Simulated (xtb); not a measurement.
xtb 6.7.1, GFN2-xTB: Al(All)(OH)2 (C=C[CH2][Al]([OH])[OH]), 13 atoms. The geometry is a generated start, not checked to be a minimum at this level.

| Quantity | Value |
|---|---|
| run flags | --grad |
| method | GFN2-xTB |
| --acc | 1 (default) |
| --etemp (K) | 300 (default) |
| basis functions | 37 |
| valence electrons | 34 |

```xyz
13

Al    -0.1512     0.2966     1.5210
C     -0.1445    -0.9096    -0.1034
C     -0.3179    -0.1594    -1.3684
C      0.6350     0.0371    -2.2660
H     -0.9652    -1.6193     0.0228
H      0.7845    -1.4832    -0.1072
H     -1.3088     0.2455    -1.5373
H      1.6324    -0.3487    -2.1199
H      0.4695     0.5958    -3.1708
O     -0.7305     1.8254     1.3469
H     -1.0545     2.6988     1.1867
O      0.4080    -0.3813     2.9098
H      0.7433    -0.7979     3.6859
```

One run each on 1 thread. Values of broydamp tried: 0.02, 0.05, 0.1, 0.2, 0.4 (default), 0.6, 0.8, 1.

Predict the course of the SCC iterations along this series.

Fewest SCC iterations, within one of each other: 0.4 (default) with 12, 0.6 with 13, 0.8 with 13. The count rises to 22 at 0.02. All converge to one solution.

```json
[
 {"broydamp": "0.02", "SCC iterations": "22", "end": "same solution"},
 {"broydamp": "0.05", "SCC iterations": "18", "end": "same solution"},
 {"broydamp": "0.1", "SCC iterations": "16", "end": "same solution"},
 {"broydamp": "0.2", "SCC iterations": "15", "end": "same solution"},
 {"broydamp": "0.4 (default)", "SCC iterations": "12", "end": "same solution"},
 {"broydamp": "0.6", "SCC iterations": "13", "end": "same solution"},
 {"broydamp": "0.8", "SCC iterations": "13", "end": "same solution"},
 {"broydamp": "1", "SCC iterations": "15", "end": "same solution"}
]
```
